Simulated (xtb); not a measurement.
xtb 6.7.1, GFN2-xTB: O[Si](O)O[Si](O)(O)O, charge +1, multiplicity 1, 13 atoms. The geometry is a generated start, not checked to be a minimum at this level.

```json
{
 "method": "GFN2-xTB",
 "--acc": "1 (default)",
 "--etemp (K)": "300 (default)",
 "detailed input (--input)": "none: ANC optimiser, Lindh (1995) Hessian, microcycle=20, maxdispl=1.0, hlow=0.01 (default)",
 "basis_functions": "49",
 "valence_electrons": "48"
}
```

```xyz
13

O      2.7108     0.1404    -1.3690
Si     1.6848     0.3638    -0.1963
O      2.0889     1.3925     0.9146
O      0.3687    -0.4349    -0.1120
Si    -1.3298    -0.3663     0.2149
O     -1.5461     0.3067     1.6436
O     -1.8070    -1.8900     0.2061
O     -1.7185     0.6111    -0.9881
H      2.6271    -0.4198    -2.1458
H      2.8797     1.9374     0.9701
H     -1.6531    -0.2026     2.4446
H     -1.7481    -2.4985    -0.5270
H     -2.5574     1.0603    -1.0556
```

Charge 1 and multiplicity 1 are set for this test and not shown to be the ground state.

The structure is relaxed from this start with --opt LEVEL for the levels crude, sloppy, loose, lax, normal, tight, vtight, extreme, once each. Up to the end of the extreme run atoms move by at most 1.6 Å along an axis.

Problem. Which level is enough to come within 1 meV of the tightest end point?

Solution. tight: 103 cycles against 141, ending 0.26 meV above.

| level | cycles | energy above the extreme run (meV) | gradient norm (eV/Å) |
|---|---|---|---|
| crude | 1 | 25 | 0.21 |
| sloppy | 1 | 25 | 0.21 |
| loose | 2 | 24 | 0.13 |
| lax | 10 | 16 | 0.098 |
| normal | 29 | 12 | 0.031 |
| tight | 103 | 0.26 | 0.015 |
| vtight | 122 | 0.047 | 0.0037 |
| extreme | 141 | — | 0.0014 |
